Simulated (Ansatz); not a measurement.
An Ansatz (an electronic-structure program) run: Ru with a change (isotropic strain −1.00 %); plane-wave PAW DFT at the PBE level (Ansatz, 420 eV), no spin-orbit coupling.

Input:

Ansatz 0.2 input:
```yaml
crystal:
  lattice:
    - [2.694694946, 0, 0]
    - [-1.347347473, 2.3336742786, 0]
    - [0, 0, 4.2510421956]
  atoms:
    - { symbol: Ru, position: [0.6666666667, 0.3333333333, 0.75] }
    - { symbol: Ru, position: [0.3333333333, 0.6666666667, 0.25] }
basis: { ecutwfc: 420, ecutrho_ratio: 4, xc_grid: 2, fft_grid_basis: typed }
kpoints: { mp_grid: { grid: [24, 24, 14] } }
hamiltonian:
  xc: pbe
  dispersion: none
  pseudopotentials: { kind: paw }
scf: { occupations: { method: fermi_dirac, width: 0.1 }, convergence: { dr2_threshold: 0.0000000002 } }
relax: { f_tol: 0.005, max_steps: 50 }
output: { forces: true, stress: true }
checkpoint: { write: state.ck, write_every: 1000 }
```

Output (explanatory and most iteration lines left out):

```
Relaxation: its limit of steps is 50 (relax.max_steps)
Pseudopotential: Ru, paw, valence charge 16
Crystal: 2 atoms, lattice volume = 26.733 Å³
Basis set: ecut = 420 eV, 537 PW (Γ), exchange–correlation on 40×40×60 points (8 copies of the dense FFT grid, shifted against one another)
Bands: 20, of which v1, the nominal top of the filled ones, is band 16 counted from 1 (15 counted from 0)
Symmetry: 24 space group operations
Space group: P63/mmc (ITA 194), of the structure as read, at distance tolerance 3.0e-5 Å
k-points: 488 of 8064
Functional: x = pbe(κ = 0.804, μ = 0.2195149727645171), c = pbe(β = 0.06672455060314922)
SCF iter   1: F=—  HF=-11757.376251 eV  |F-HF|=—  |Δ(HF+E_count)|=         —  Δρ=6.58e-3  dr2=2.28e-3  ethr=1.77e-3  ⟨swp⟩=5.0  Hψ=89788  notcnv=0  defer=89
SCF iter   2: F=—  HF=-11757.378031 eV  |F-HF|=—  |Δ(HF+E_count)|=   1.78e-3  Δρ=3.84e-3  dr2=8.13e-4  ethr=7.13e-6  ⟨swp⟩=2.0  Hψ=19658  notcnv=0  defer=114
SCF 1 converged in 6 iterations: F = -11757.379063 eV  dr2 = 1.66e-10
relax step   1: F+E_penalty+E_count = -11757.37906251 eV  Δ(F+E_penalty+E_count) = +0.000e0 eV  max|allowed force component| = 3.701e-17 eV/Å  Δτ_max = 0.0000 Å  (6 SCF iters, accepted)
SCF converged after 6 iterations
Free energy (F): -11757.379063 eV
Internal energy: -11757.324429 eV  (E = F + TS)
E sigma→0 (E₀):  -11757.351746 eV
Entropy (-TS):   -0.054634 eV (-27.317 meV/atom)
Fermi energy:    23.991069 eV
--- Forces (eV/Å), atoms counted from 1 ---
  atom   1  Ru     0.00000000    -0.00000000     0.00000000
  atom   2  Ru     0.00000000     0.00000000     0.00000000
--- Stress (GPa, compression-positive) ---
        9.881861      -0.000000       0.000000
        0.000000       9.881861       0.000000
        0.000000       0.000000      10.531818
  P = ⅓ Tr σ = 10.0985 GPa (100.985 kbar)
--- Relaxed structure (1 steps of the walk, 1 accepted, 0 SCFs on fresh bases) ---
  atoms:
    - { symbol: Ru, position: [0.6666666666666666, 0.3333333333333333, 0.75] }
    - { symbol: Ru, position: [0.3333333333333333, 0.6666666666666666, 0.25] }
```

No phonon test of stability was made. All final runs are without spin polarisation. The cell was made from Ru in the hcp (Mg type) structure (space group P6_3/mmc, No. 194) by this change: isotropic strain −1.00 %.
